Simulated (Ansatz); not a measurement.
The starting structures come from a database of crystals and need not be the phases stable at ambient conditions.

By PBEsol, the system below comes out a metal.

A figure of merit of an interconnect metal is its ballistic conductance per area.

Input:

```
AlCu3
1.0
    5.14403     0.00000     0.00000
   -2.57202     4.45486     0.00000
    2.57202     1.48495     2.10004
Al Cu
1 3
Cartesian
  0.00000   0.00000   0.00000
 -1.28601   2.22743   0.00000
  1.28601   2.22743   0.00000
  2.57202   0.00000   0.00000
```

Space group of this cell: Pm-3m, Cu3Au type. The cell is taken as given; by PBEsol its mean pressure is -0.7 GPa.

The current flows along the normal of the first two printed cell vectors, the (111) plane of the conventional cell. No spin-orbit coupling; the value is a mean over 0.1 eV about the Fermi level.

Q: Predict the ballistic conductance per area from PBEsol (Ansatz, an electronic-structure program).

A: 1.1 × 10¹⁵ S/m² for both spins.
